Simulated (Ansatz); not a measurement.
The reference is YP in the zinc blende structure (space group F-43m, No. 216; a = 6.289 Å; a hypothetical phase, not in the database extracts checked). Axes: x, y, z lie along the cube axes.

Level of theory: Kohn–Sham DFT with the r2SCAN functional, run in Ansatz (an electronic-structure program) with PAW and 500 eV plane waves, without spin-orbit coupling.

A first run, uniaxial strain ε_zz = −1.93 %, gives secant values C11 ≈ 65 GPa and C12 ≈ 59 GPa from its stress. A second run applies isotropic strain +2.98 %.

Task: What does linear elasticity predict for the bulk modulus −ΔP/(ΔV/V₀) in the second run, and what does the run give?

Result: Linear elasticity: (C11 + 2 C12)/3 = 61 GPa. The run gives 48 GPa; any difference comes from nonlinear terms at these strains and numerical noise.

Stability against distortions was not tested.
